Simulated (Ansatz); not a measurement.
Band structure of YMg2 (P6_3/mmc, 6 atoms in the cell).

```
YMg2
1.0
    3.33219     0.00000     0.00000
   -1.66610     2.88576     0.00000
    0.00000     0.00000    16.70916
Y Mg
2 4
Cartesian
  0.00000   1.92384   4.17729
  1.66610   0.96192  12.53187
  1.66610   0.96192   7.03606
  0.00000   1.92384   9.67310
  0.00000   1.92384  15.39064
  1.66610   0.96192   1.31852
```

Level of theory: LDA (PW92), PAW files made with PBE (plane waves; Ansatz, a quantum-chemistry and plane-wave program).

Settings: basis.ecutwfc = 420 eV; kpoints.mp_grid.grid = 8 8 2; hamiltonian.xc = lda; hamiltonian.pseudopotentials = {kind: paw} (the program's default PAW files); scf.occupations.method = fermi_dirac; scf.occupations.width = 0.1 eV; kpoints.band_path.npoints = 8.

The starting cell comes from a database of computed structures (which also holds hypothetical and non-ambient phases and stackings), without a prior relaxation at this level.

Levels in eV from the Fermi level, bands 29 to 36:
```tsv
point	29	30	31	32	33	34	35	36
Γ	-3.39	-1.79	-0.72	-0.19	2.13	2.13	2.13	2.13
M	-1.18	-0.94	-0.91	-0.38	0.02	0.23	1.75	1.87
K	-0.39	-0.23	0.00	0.13	0.13	0.24	0.50	0.50
A	-2.45	-2.45	-0.39	-0.39	2.13	2.13	2.13	2.13
L	-1.21	-1.21	-0.63	-0.63	0.31	0.31	1.37	1.37
H	-0.23	-0.23	0.06	0.06	0.15	0.15	0.48	0.48
```

Bands cross the Fermi level along this path, so the cell is metallic at this level.

Keys are those of Ansatz 0.2.
